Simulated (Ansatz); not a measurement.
Defect migration in zinc-blende ZnS: interstitial Li, charge state +1. Level of theory: PBE, PAW (plane waves to 420 eV; Ansatz, a first-principles code).

Settings: 64 host sites, the relaxed PBE lattice, the Γ point alone, smearing 0.01 eV, spin-restricted, no image-charge correction. No zero-point or tunnelling terms. The charge state is imposed; whether it is stable for some Fermi level was not computed. Sites that were not tried may lie lower.

Barriers: single points on a 2×2×2 k-point mesh shifted by half a step at the bands' geometries.

The step: Li moves alone to another site. Atoms about the jump, Cartesian Å from the middle of the jump, before and after:

```csv
atom,x0,y0,z0,x1,y1,z1
Li1,0.68,0.68,0.68,-0.68,-0.68,-0.68
S2,-0.68,2.04,-0.68,-0.68,2.00,-0.68
S3,2.04,-0.68,-0.68,2.00,-0.68,-0.68
S4,-0.68,-0.68,2.04,-0.68,-0.68,2.00
Zn5,0.68,0.68,-2.14,0.79,0.79,-2.15
Zn6,-2.14,0.68,0.68,-2.15,0.79,0.79
Zn7,0.68,-2.14,0.68,0.79,-2.15,0.79
```

Problem. Give the saddle-point geometry and the barrier.

Solution. 
| atom | x | y | z |
|---|---|---|---|
| Li1 | -0.07 | -0.06 | -0.07 |
| S2 | -0.70 | 2.04 | -0.69 |
| S3 | 2.03 | -0.69 | -0.69 |
| S4 | -0.70 | -0.69 | 2.03 |
| Zn5 | 0.76 | 0.76 | -2.26 |
| Zn6 | -2.26 | 0.76 | 0.76 |
| Zn7 | 0.75 | -2.25 | 0.76 |
It lies 0.53 eV above the start and 0.25 eV above the end. The saddle point's order was not checked, and it lies on a symmetry element of the cell, where a band can be held.
